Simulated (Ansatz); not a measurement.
The starting structures come from a database of crystals and need not be the phases stable at ambient conditions.

By PBEsol, the system below comes out a metal.

Without scattering a metal conducts by its projected Fermi surface.

Consider the following.

```
CELL_PARAMETERS angstrom
      2.82262     0.00000     0.00000
     -1.41131     2.55593     0.00000
      0.00000     0.00000     4.89317
ATOMIC_POSITIONS crystal
  Au 0.66533 0.33066 0.25000
  Au 0.33467 0.66934 0.75000
```

Space group of this cell: Cmcm. The cell is taken as given; by PBEsol its mean pressure is -5.3 GPa.

The current flows along the normal of the first two printed cell vectors. No spin-orbit coupling; the value is a mean over 0.1 eV about the Fermi level.

Q: Compute, with PBEsol (Ansatz, a first-principles code), the ballistic conductance per area.

A: 0.80 × 10¹⁵ S/m² for both spins.
